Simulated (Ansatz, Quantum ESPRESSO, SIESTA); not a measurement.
## Code comparison for ScIn₂ (P1, 6 atoms in the cell)

Self-consistent single point, at a second geometry (atoms moved at random). First geometry:

```yaml
crystal:
  lattice:
    - [2.23410, -6.82859, 0.00000]
    - [2.23410, 6.82859, 0.00000]
    - [0.00000, 0.00000, 4.45889]
  atoms:
    - { symbol: Sc, position: [0.84357, 0.15643, 0.50000] }
    - { symbol: Sc, position: [0.15643, 0.84357, 0.50000] }
    - { symbol: In, position: [0.67608, 0.32392, 0.00000] }
    - { symbol: In, position: [0.32392, 0.67608, 0.00000] }
    - { symbol: In, position: [0.50000, 0.50000, 0.50000] }
    - { symbol: In, position: [0.00000, 0.00000, 0.00000] }
```

Second geometry:
```
ScIn2
1.0
    2.23410    -6.82859     0.00000
    2.23410     6.82859     0.00000
    0.00000     0.00000     4.45889
Sc In
2 4
Cartesian
  2.25061  -4.69005   2.20370
  2.26624   4.71838   2.22315
  2.25371  -2.44969  -0.00834
  2.25563   2.44829   0.03097
  2.19501  -0.07254   2.23279
 -0.05071   0.04560   0.00607
```

Shared settings, as Ansatz (an electronic-structure program) writes them: kpoints.mp_grid.grid = 4 4 4; scf.occupations.method = gaussian; scf.occupations.width = 0.272 eV. Potentials and cutoffs stand in the table.

```csv
code,model,ΔF from the first geometry (meV/atom),pressure (GPa),largest force (eV/Å),cutoff
Quantum ESPRESSO,"PBEsol, PseudoDojo standard norm-conserving (PBESOL) pseudopotentials",6.6,-1.85,0.347,80 Ry
Ansatz,"PBEsol, PAW files made with PBE",6.5,-1.94,0.346,default
SIESTA,"GGA PBEsol, numerical atomic orbitals DZP, PseudoDojo PBEsol standard norm-conserving potentials (rewritten from UPF to PSML)",6.7,-2.99,0.349,grid 300 Ry
```

Size of the force on each atom (eV/Å): Sizes of forces hide their directions.

```
code                Sc1    Sc2    In3    In4    In5    In6
----------------  -----  -----  -----  -----  -----  -----
Quantum ESPRESSO  0.239  0.233  0.243  0.281  0.347  0.168
Ansatz            0.240  0.231  0.238  0.277  0.346  0.167
SIESTA            0.233  0.241  0.255  0.295  0.349  0.178
```

The spread over the programs that give each value: ΔF from the first geometry within 0.2 meV/atom; pressure within 1.14 GPa; largest force within 0.003 eV/Å.

SIESTA uses small atom-centred bases, whose incompleteness enters pressures, forces and empty levels differently from a plane-wave cutoff. Ansatz's pressure is given at a fixed set of plane waves, as the other plane-wave codes print theirs. In the pressure, SIESTA (by 1.10) lies more than 1 GPa from the median of the plane-wave programs.

The shared mesh is coarse (it stands for a supercell whose shortest vector is 18 Å), so the values are not converged in it.

The starting cell comes from a database of computed structures (which also holds hypothetical and non-ambient phases and stackings), without a prior relaxation at this level. For this run, on top of that: atoms moved at random.

Keys are those of Ansatz 0.2.
